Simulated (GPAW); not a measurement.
**Equation of state of CsCl-type AuZn (space group 221): energy against volume (GPAW, LDA)**

```
AuZn
1.0
    3.02749     0.00000     0.00000
    0.00000     3.02749     0.00000
    0.00000     0.00000     3.02749
Zn Au
1 1
Direct
  0.50000   0.50000   0.50000
  0.00000   0.00000   0.00000
```

Method of the run: LDA (Perdew-Wang 92), GPAW PAW datasets LDA (gpaw-data 1.0.1) (plane waves; GPAW). Settings: mode = pw; ecut = 780 eV; xc = LDA; kpts = 19 19 19; mesh shift (steps) = 0 0 0; occupations.name = fermi-dirac; occupations.width = 0.05 eV; nbands = -10; convergence.forces = 0.001 eV/Å; symmetry.symmorphic = false; symmetry.tolerance = 0.0005; maxiter = 150. The cell above is the first row's. The rows scale it uniformly. In all rows fractional positions and the k mesh are held. E is the free energy at the stated smearing, counted from the lowest row.

```
V (Å^3/atom)  E (meV/atom)
------------  ------------
13.874               40.88
14.176               19.25
14.478                5.96
14.779                0.00
15.081                0.45
15.383                6.54
15.684               17.56
15.986               32.89
16.287                   ?
```

### Question
Using the third-order Birch-Murnaghan form, a cubic in V^(-2/3), estimate the missing E at V = 16.287 from the other rows, showing the fit.

### Answer
With u = V^(-2/3) - 0.165, the rows have u = 0.008194, 0.005725, 0.003343, 0.001049, -0.001175, -0.003326, -0.005402, -0.007418. Least squares gives E = -0.535 - 128.56·u + 610354·u² + 2711774·u³. Residuals (row less fit): -0.004, 0.007, 0.002, -0.005, -0.004, -0.005, 0.017, -0.008; standard error 0.011 (degrees of freedom: 4). Its minimum lies at u = 0.000105, so V0 = (0.165105)^(-3/2) = 14.91. There d²E/du² = 1222000 and d³E/du³ = 1.627e7, so B0 = (4/9) × 14.91^(-7/3) × 1222000 × 0.160218 = 159 GPa (the last factor turns the table's units into GPa), and B0' = 4 + (2/3) × 0.165105 × (1.627e7)/1222000 = 5.5. The program's pressures in the fitted runs (not shown) pass through zero at V = 14.88, 0.15 % from this V0. At the withheld row, u = -0.009365, so E = -0.535 - 128.56 × (-0.009365) + 610354 × (-0.009365)² + 2711774 × (-0.009365)³ = 51.972 meV/atom. The calculation gives 51.98 meV/atom, 0.008 meV/atom above the prediction (under 0.05 % of the range of E in the table). The row lies outside the fitted rows, so this is an extrapolation. From the scatter of the fitted rows alone, a prediction at this place has a standard error of 0.027 meV/atom, so the miss is 0.3 times that.

Carrying the step between the two nearest rows on in a straight line would have given 48.17, off by 3.81; series whose last step already gives the withheld value aren't shown. The scan was laid around a cell of about the measured size, scaled by a guess for this functional. The runs keep the symmetry of the cell, so they don't test it for distortions. Spin-orbit coupling is off. Cutoffs and mesh are single choices, not tested for convergence of this quantity. Series with a scatter that would blur these digits, or in which a gap closes, are not shown. Nor are scans whose minimum lies at an end fitted in this form.
